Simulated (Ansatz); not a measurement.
Levels about the gap of amorphous silicon oxide (Si24O47) (71 atoms in a cell of 1100 Å³, 2.15 g/cm³; zone centre alone, so wide bands show as single levels with stretches between that a denser mesh fills), at the geometry that PBE relaxed, where it gives 0.0 GPa on a denser mesh. The participation number counts the atoms over which a state spreads; weights are charges in smoothed Voronoi cells. The levels come from a single point, so bond lengths are those of that geometry. Method of the levels: PBE, scalar-relativistic without spin-orbit coupling (Ansatz, a first-principles code). Sampling: the zone centre alone; Fermi-Dirac width 0.02 eV; no spin polarisation. The usual formal charges leave 2 electrons over, so the level spacing at the Fermi energy parts defect or band states and needn't be the band gap. At PBE the levels at the filled edge of the gap are localised (band-tail or defect states), and the nearest spread-out levels lie 5.1 eV apart at the zone centre.

Preparation: random packing, a CHGNet melt and quench, and a DFT relaxation. O atoms were pushed apart under 1.9 Å during the dynamics, to hinder bonds among them. The hot cell started wider than the set density and was brought back towards it in steps. It is the lowest in DFT energy of 2 quenches. It is a model cell: composition and starting density were chosen by hand, and all elements were melted together. No dispersion term was used. A short ab initio anneal came between quench and relaxation. Its density started from a set value of 2.30 and ended at 2.15 g/cm³. The simulated quench (nominally 290 K/ps over its main leg) is rapid and tends to freeze in more defects than a deposited or slowly cooled glass has. Values belong to this one cell and scatter from quench to quench. Volume and shape were free in the relaxation. On a 2×2×2 Γ-centred mesh force components of up to 0.26 eV/Å stay, since the relaxation ran on the zone centre alone.

```
E - E(highest filled), eV  filling  participation number        largest on  weight O  weight Si
-------------------------  -------  --------------------  ----------------  --------  ---------
-3.69                       filled                  12.0   O, 2 neighbours      0.96       0.04
-3.60                       filled                  10.2   O, 2 neighbours      0.96       0.04
-3.54                       filled                  14.4   O, 2 neighbours      0.96       0.04
-3.10                       filled                   4.3   O, 2 neighbours      0.94       0.06
-3.00                       filled                   4.1   O, 2 neighbours      0.95       0.05
-2.81                       filled                   4.8   O, 2 neighbours      0.95       0.05
0.00                        filled                   2.3  Si, 3 neighbours      0.31       0.69
1.59                         empty                  44.1   O, 3 neighbours      0.68       0.32
2.90                         empty                  29.1   O, 3 neighbours      0.62       0.38
3.28                         empty                  38.5   O, 2 neighbours      0.63       0.37
3.45                         empty                  44.2   O, 2 neighbours      0.69       0.31
3.49                         empty                  43.5  Si, 4 neighbours      0.65       0.35
3.54                         empty                  45.4   O, 2 neighbours      0.71       0.29
3.76                         empty                  42.8   O, 2 neighbours      0.73       0.27
```

Most localised among these is the filled level at +0.00 eV, on a Si atom, which has 3 neighbours (O 1.74 Å, O 1.75 Å, O 1.76 Å).
